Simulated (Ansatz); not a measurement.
Cost and result by functional for the surface energy of the (21-31) surface of hcp Re in its 1x1 cell, outermost plane spacing 0.15 Å in the ideal cut, in Ansatz (plane waves, PAW). Single points on the PBE structure, on one kind of machine; costs are rough ratios of the slab run's core time (references not counted) to the cheapest single point. r2SCAN's cost holds its higher cutoff (500 against 420 eV). Differences are taken against r2SCAN for comparison alone: no measured value is at hand, so the table doesn't rank accuracy.

Slab: 24 atoms, 9.9 Å thick at the start (thin: gaps and levels are the slab's own); k 8x6x1, smearing 0.1 eV, dipole-corrected; all atoms relaxed; held to the start's symmetry, so lower structures may exist; no spin, no spin-orbit, no U. These notes are the PBE run's.

```tsv
functional	relative cost	surface energy (J/m²)	less r2SCAN (J/m²)
RPBE	1	3.13	-0.40
LDA	1	3.86	0.32
PBEsol	1	3.75	0.22
r2SCAN	2	3.54	0.00
PBE (the relaxed run's value)	–	3.35	-0.19
```

The values span 0.73 J/m², while the single points' costs differ by a factor of roughly 2. Differences are of unrounded values.

Ansatz is a first-principles code.
